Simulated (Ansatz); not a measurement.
**Ti3Al (Fm-3m, No. 225, 4 atoms in the cell; start mp-999027; a measured phase of this formula has another space group)**

All values below come from r²SCAN (PAW; Ansatz, an electronic-structure program).

Run with plane-wave cutoff 560 eV, 16×16×16 k mesh, Fermi–Dirac smearing 0.05 eV, spin-polarised start, scalar-relativistic PAW data made under PBE.

Cell (relaxed at this level):

```
CELL_PARAMETERS angstrom
      0.00000     3.23057     3.23057
      3.23057     0.00000     3.23057
      3.23057     3.23057     0.00000
ATOMIC_POSITIONS crystal
  Ti 0.75000 0.75000 0.75000
  Ti 0.25000 0.25000 0.25000
  Ti 0.00000 0.00000 0.00000
  Al 0.50000 0.50000 0.50000
```

```
Item                  Value
------------  -------------
band gap      zero (no gap)
bulk modulus        114 GPa
```

Note: the magnetic order was assumed, not searched for or taken from measurement; the relaxation could not lower the start's symmetry, so the cell can be a saddle point above a distorted one; the bulk modulus is −V dP/dV from two relaxed cells at ±2 % in volume.

The computed numbers hold no vibrational or temperature effects.

A start named mp-… is a Materials Project structure, which need not be a measured phase.
